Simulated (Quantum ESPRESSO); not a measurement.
Worked example: self-consistent single point of Mg₁₄ZnSi (Amm2, 16 atoms in the cell) in Quantum ESPRESSO.

Method of the run: PBEsol, SSSP 1.1.2 efficiency (PBE) pseudopotentials (plane waves; Quantum ESPRESSO 7.5).

```
CELL_PARAMETERS angstrom
     10.26067     0.00000     0.00000
      0.00000     3.13289     5.38163
      0.00000    -3.13289     5.38163
ATOMIC_POSITIONS crystal
  Mg 0.00000 0.16502 0.16502
  Mg 0.00000 0.66566 0.66566
  Mg 0.50000 0.16503 0.66369
  Mg 0.50000 0.66369 0.16503
  Mg 0.00000 0.16643 0.66819
  Mg 0.00000 0.66819 0.16643
  Mg 0.25938 0.33596 0.83556
  Mg 0.74062 0.83556 0.33596
  Mg 0.74062 0.33596 0.83556
  Mg 0.25938 0.83556 0.33596
  Mg 0.25021 0.33201 0.33201
  Mg 0.74979 0.33201 0.33201
  Mg 0.25218 0.83156 0.83156
  Mg 0.74782 0.83156 0.83156
  Zn 0.50000 0.16839 0.16839
  Si 0.50000 0.66741 0.66741
```

Reference input (self-consistent single point, DFT, PBEsol, plane waves, SSSP 1.1.2 efficiency (PBE) pseudopotentials): ecutwfc = 50 Ry; ecutrho = 400 Ry; occupations = smearing; smearing = marzari-vanderbilt; degauss = 0.019992 Ry; input_dft = pbesol; K_POINTS = automatic 3 6 6 0 0 0; conv_thr = 1e-10 Ry. This run's input differs from it in these lines:

```diff
@@ -13,4 +13,4 @@
   ntyp = 3,
-  ecutwfc = 50,
-  ecutrho = 400,
+  ecutwfc = 25,
+  ecutrho = 200,
   occupations = 'smearing',
```

Log, with long lists cut:

```
     Self-consistent Calculation

     iteration #  1     ecut=    25.00 Ry     beta= 0.70

---- Real-time Memory Report at c_bands before calling an iterative solver
           406 MiB given to the printing process from OS
           142 MiB allocation reported by mallinfo(arena+hblkhd)
------------------

     Threshold (ethr) on eigenvalues was too large:
     Diagonalizing with lowered threshold

---- Real-time Memory Report at c_bands before calling an iterative solver
           503 MiB given to the printing process from OS
           140 MiB allocation reported by mallinfo(arena+hblkhd)
------------------

   [... lines left out ...]

---- Real-time Memory Report at c_bands before calling an iterative solver
           524 MiB given to the printing process from OS
           203 MiB allocation reported by mallinfo(arena+hblkhd)
------------------
     c_bands:  1 eigenvalues not converged

     total energy              =    -930.56087398 Ry
     estimated scf accuracy    <          1.1E-09 Ry

     iteration # 13     ecut=    25.00 Ry     beta= 0.70

---- Real-time Memory Report at c_bands before calling an iterative solver
           525 MiB given to the printing process from OS
           203 MiB allocation reported by mallinfo(arena+hblkhd)
------------------
     End of self-consistent calculation

     the Fermi energy is     4.3587 ev

!    total energy              =    -930.56087398 Ry
     estimated scf accuracy    <          4.4E-11 Ry
     smearing contrib. (-TS)   =      -0.00009870 Ry
     internal energy E=F+TS    =    -930.56077528 Ry

      -> PAW hartree energy AE =      11.66899303 Ry
      -> PAW hartree energy PS =     -11.64128576 Ry
      -> PAW xc energy AE      =    -444.71901013 Ry
      -> PAW xc energy PS      =      18.43808721 Ry
      -> total E_H with PAW    =     324.63600710 Ry
      -> total E_XC with PAW   =    -496.01657643 Ry

     convergence has been achieved in  13 iterations

     Forces acting on atoms (cartesian axes, Ry/au):

     atom    1 type  1   force =     0.00000000    0.00000000    0.00006167
   [... lines left out ...]

     Total force =     0.017555     Total SCF correction =     0.000008

          total   stress  (Ry/bohr**3)                   (kbar)     P=     -161.31
  -0.00115949   0.00000000   0.00000000         -170.57        0.00        0.00
   0.00000000  -0.00106395   0.00000000            0.00     -156.51        0.00
   0.00000000   0.00000000  -0.00106634            0.00        0.00     -156.86

   JOB DONE.
```

The run converged in 13 iterations. Against the reference run the free energy goes up by 341 meV/atom, the pressure goes from -1.10 to -16.13 GPa and the largest force goes from 0.199 to 0.187 eV/Å.

The starting cell comes from a database of computed structures (which also holds hypothetical and non-ambient phases and stackings), without a prior relaxation at this level. At the lowered cutoff the pressure carries the error of an incomplete plane-wave basis.

Cost on one core of a shared machine: roughly 4 min.
